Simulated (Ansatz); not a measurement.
## Ca3SbN: pressure 1.5 GPa

Take Ca3SbN in the anti-perovskite structure (space group Pm-3m, No. 221; a = 4.803 Å; a cell from a computed database, its experimental status unchecked) as the base.

Modification: cell and atoms relaxed at a pressure of 1.5 GPa.

Method: PBEsol (Ansatz, a quantum-chemistry and plane-wave program; PAW; 420 eV plane waves; no spin-orbit coupling). Settings: 7×7×7 k-points, 0.05 eV Fermi–Dirac smearing.

```json
[
 {"quantity": "volume per atom", "base": "22.16 Å³", "changed": "21.66 Å³", "shift": "-0.494 Å³"},
 {"quantity": "density", "base": "3.84 g/cm³", "changed": "3.92 g/cm³", "shift": "+0.088 g/cm³"},
 {"quantity": "shortest interatomic distance", "base": "2.401 Å", "changed": "2.383 Å", "shift": "-0.018 Å"},
 {"quantity": "enthalpy H = E + PV relative to the base's energy", "base": "–", "changed": "+0.21 eV/atom", "shift": "–"},
 {"quantity": "band gap", "base": "0.33 eV", "changed": "0.29 eV", "shift": "-0.04 eV"},
 {"quantity": "gap character", "base": "direct at Γ", "changed": "direct at Γ", "shift": "–"},
 {"quantity": "mean gap deformation potential ΔEg/Δln V", "base": "–", "changed": "+1.8 eV", "shift": "–"},
 {"quantity": "width of the top valence band", "base": "2.10 eV", "changed": "2.13 eV", "shift": "+0.03 eV"},
 {"quantity": "electron mass (degenerate bands, along [100])", "base": "0.074, 0.86 mₑ (at Γ)", "changed": "0.066, 0.86 mₑ (at Γ)", "shift": "–"},
 {"quantity": "hole mass (degenerate bands, along [100])", "base": "0.066, 0.32, 0.32 mₑ (at Γ)", "changed": "0.061, 0.31, 0.31 mₑ (at Γ)", "shift": "–"}
]
```

Spin-orbit coupling, missing from the scalar runs, can matter with Sb. Load acts through the strain it causes; cell and atoms are relaxed under it. Masses are band curvatures over ±0.01 Å⁻¹ around the edge. Stability against distortions was not tested. A zero or small gap of Ca3SbN under pressure 1.5 GPa can be the functional's error rather than a property of the material.
